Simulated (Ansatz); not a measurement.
The starting structures come from a database of crystals and need not be the phases stable at ambient conditions.

 Where the default PAW files enter, the runs use the earlier of Ansatz's two default sets.

Evanescent states of Cs2SnBr6 (Fm-3m, not sure to be the ambient phase, 9 atoms a cell, 36.8 Å³ an atom) along the normal of (111)

Level of theory: PBEsol (plane waves, PAW; Ansatz, an electronic-structure program).

No gap correction and no spin-orbit coupling; mid-gap values are interpolated between computed energies.

Energies count from the valence-band top; κ is the least over a 6×6 mesh across the current.

```tsv
E (eV)	κ (1/Å)	where
0.04	0.101	Γ
0.12	0.164	Γ
0.20	0.193	Γ
0.28	0.198	Γ
0.36	0.202	Γ
0.44	0.204	Γ
0.52	0.204	Γ
0.60	0.203	Γ
0.68	0.200	Γ
0.76	0.196	Γ
0.84	0.189	Γ
0.92	0.181	Γ
1.00	0.170	Γ
1.08	0.156	Γ
1.16	0.138	Γ
1.24	0.113	Γ
1.32	0.076	Γ
```

Problem. How thick must the barrier be to attenuate the transmission by 10^4 when the electrodes' Fermi level lies at 0.76 eV, and what attenuation does that film give at 0.28 eV?

Solution. d = 4 ln 10 / (2 × 0.196) = 23.5 Å. At 0.28 eV it gives 4 × 0.198/0.196 = 4.0 decades.
